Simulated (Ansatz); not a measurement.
Input and output of a self-consistent single point for Te₂Mo (P6_3/mmc, 6 atoms in the cell) (Ansatz, a quantum-chemistry and plane-wave program).

Level of theory: PBE with spin-orbit coupling (plane waves, PAW; Ansatz).

```yaml
crystal:
  lattice:
    - [3.50111, 0.00000, 0.00000]
    - [-1.75056, 3.03205, 0.00000]
    - [0.00000, 0.00000, 14.38265]
  atoms:
    - { symbol: Te, position: [0.33333, 0.66667, 0.62782] }
    - { symbol: Te, position: [0.66667, 0.33333, 0.37218] }
    - { symbol: Te, position: [0.66667, 0.33333, 0.12782] }
    - { symbol: Te, position: [0.33333, 0.66667, 0.87218] }
    - { symbol: Mo, position: [0.33333, 0.66667, 0.25000] }
    - { symbol: Mo, position: [0.66667, 0.33333, 0.75000] }
```

Reference input (self-consistent single point, DFT, PBE, plane waves, default PAW files): basis.ecutwfc = 420 eV; kpoints.mp_grid.grid = 6 6 2; hamiltonian.xc = pbe; hamiltonian.pseudopotentials = {kind: paw} (the program's default PAW files); scf.occupations.method = fixed. This run's input differs from it in these lines:

Ansatz 0.2 input:
```diff
@@ -19,2 +19,5 @@
   pseudopotentials: { kind: paw }
+magnetization:
+  noncollinear: true
+  spin_orbit: true
 scf:
```

Output, abridged:

```
SCF iter   1: F=—  HF=-37847.803044 eV  |F-HF|=—  |Δ(HF+E_count)|=         —  Δρ=5.18e-2  dr2=5.56e0  dr2_m=0.00e0 (ungated)  ethr=3.10e-3  |M|=0.00e0 ∫|m|=0.00e0 μB  |m|>n=0.0e0 m-floor=0.0e0 τ_xc=0.0e0  β_m=0.30  ⟨swp⟩=4.6  Hψ=3025  notcnv=0  defer=200
all-band conjugate gradients solve this SCF's bands
preconditioner: auto → Resta (q_TF=auto, 2.507 Å⁻¹)
spin=Noncollinear: Resta preconditioning applied to the charge; magnetization (m_x, m_y, m_z) channels mix plain (no charge-response kernel on spin).
   [... lines left out ...]
SCF iter   8: F=—  HF=-37846.463316 eV  |F-HF|=—  |Δ(HF+E_count)|=   8.89e-6  Δρ=1.96e-5  dr2=7.81e-7  dr2_m=0.00e0 (ungated)  ethr=4.98e-9  |M|=0.00e0 ∫|m|=0.00e0 μB  |m|>n=0.0e0 m-floor=0.0e0 τ_xc=0.0e0  β_m=0.99  ⟨swp⟩=2.1  Hψ=1252  notcnv=0  defer=214
SCF iter   9: F=-37846.463317 eV  HF=-37846.463317 eV  |F-HF|=3.97e-8  |Δ(HF+E_count)|=   1.08e-6  Δρ=4.41e-6  dr2=2.60e-8  dr2_m=0.00e0 (ungated)  ethr=1.09e-10  |M|=0.00e0 ∫|m|=0.00e0 μB  |m|>n=0.0e0 m-floor=0.0e0 τ_xc=0.0e0  ⟨swp⟩=14.0  Hψ=5040  notcnv=0
SCF 1 converged in 9 iterations: F = -37846.463317 eV  dr2 = 2.60e-8
Magnetization: |M| = 0.0000 μB,  M = (+0.0000, +0.0000, +0.0000) μB
Absolute magnetization: 0.0000 μB (∫|m|)
  site 0: m = (+0.0000, +0.0000, +0.0000) μB, |m| = 0.0000 μB  (R = 1.10 Å)
  site 1: m = (+0.0000, +0.0000, +0.0000) μB, |m| = 0.0000 μB  (R = 1.10 Å)
  site 2: m = (+0.0000, +0.0000, +0.0000) μB, |m| = 0.0000 μB  (R = 1.10 Å)
  site 3: m = (+0.0000, +0.0000, +0.0000) μB, |m| = 0.0000 μB  (R = 1.10 Å)
  site 4: m = (+0.0000, +0.0000, +0.0000) μB, |m| = 0.0000 μB  (R = 1.10 Å)
  site 5: m = (+0.0000, +0.0000, +0.0000) μB, |m| = 0.0000 μB  (R = 1.10 Å)
Free energy (F): -37846.463317 eV
Internal energy: -37846.463317 eV  (E = F + TS)
E sigma→0 (E₀):  -37846.463317 eV
Fermi energy:    12.087493 eV
--- Forces (eV/Å), atoms counted from 1 ---
   [... lines left out ...]
  atom   6  Mo    -0.00000000    -0.00000000     0.00000000
--- Stress (GPa, compression-positive) ---
        5.551117       0.000000       0.000000
        0.000000       5.551117       0.000000
        0.000000       0.000000       8.303918
  P = ⅓ Tr σ = 6.4687 GPa (64.687 kbar)
  The stress holds the Pulay correction. Without it, at fixed plane waves, as pw.x and ABINIT print it: P = 6.4375 GPa
```

The run converged in 9 iterations. Against the reference run the pressure moves little (6.41 to 6.47 GPa), the largest force hardly changes (1.025 to 1.034 eV/Å) and the gap on the mesh goes from 0.982 to 0.942 eV.

The starting cell comes from a database of computed structures (which also holds hypothetical and non-ambient phases and stackings), without a prior relaxation at this level. Its lattice was rescaled by a random factor within 2.5 % of one. With a pressure of about 6 GPa the cell is away from its equilibrium volume at this level. Forces in this geometry exceed 1 eV/Å. Ansatz's pressure includes its estimate of the finite-basis (Pulay) stress.

Cost on one core of a shared machine: roughly 50 s.
